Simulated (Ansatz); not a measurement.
The reference is Nb in the bcc (W type) structure (space group Im-3m, No. 229; a = 3.272 Å).

Calculations: DFT with PBEsol, PAW potentials and a 420 eV plane-wave cutoff in Ansatz (a quantum-chemistry and plane-wave program), spin-orbit coupling left out, earlier PAW set.

One change was made to it. Results:

| quantity | base | after |
|---|---|---|
| density | 8.81 g/cm³ | 9.04 g/cm³ |
| shortest interatomic distance | 2.834 Å | 2.809 Å |

**Question.** Which of these changes matches the shifts?
(A) pressure −2 GPa
(B) pressure −1 GPa
(C) pressure 10 GPa
(D) pressure 5 GPa

**Answer.** D, pressure 5 GPa. For comparison, the density in the other runs: pressure −2 GPa gives 8.71 g/cm³; pressure −1 GPa gives 8.76 g/cm³; pressure 10 GPa gives 9.25 g/cm³.

Load acts through the strain it causes; cell and atoms are relaxed under it. Stability against distortions was not tested. No other phases were tried under pressure. The base started in P-1 and relaxed to Im-3m at this level. All final runs are without spin polarisation.
